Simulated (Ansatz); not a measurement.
Phonon-limited transport in LiPt₃ (Pm-3m)

Consider the following.

```
LiPt3
1.0
    3.82859     0.00000     0.00000
    0.00000     3.82859     0.00000
    0.00000     0.00000     3.82859
Li Pt
1 3
Cartesian
  0.00000   0.00000   0.00000
  0.00000   1.91429   1.91429
  1.91429   0.00000   1.91429
  1.91429   1.91429   0.00000
```

Method: PBEsol, DFPT electron-phonon coupling, linearised Boltzmann equation (plane waves, PAW, scalar-relativistic; Ansatz, an electronic-structure program). Cell: relaxed with this functional, without spin-orbit coupling.

| Quantity | Value |
|---|---|
| resistivity at 300 K | 7.9 μΩ·cm |
| electron mean free path at 300 K (weighted by the current that each state carries) | 12.2 nm |
| Drude plasma energy | 6.5 eV |
| Hall coefficient at 300 K | -15.0 ×10⁻¹¹ m³/C |

A metal at this level (no band gap). Only scattering by harmonic phonons is included (no impurities, grain boundaries, electron-electron scattering or thermal expansion). Spin-orbit coupling is left out, which matters with elements this heavy. The run warned that the eigensolver left some states short of its tolerance. Halving the electron mesh (24x24x24) moves the resistivity by up to 4 % at 300 K, the mean free path by up to 3 %. Smearing 0.20 eV; phonons on a 4x4x4 q mesh, which this run doesn't test and which matters most at low temperature.

Computed structure with no diffraction record at hand here (it may be known, metastable or hypothetical): LiPt3 (Pm-3m).
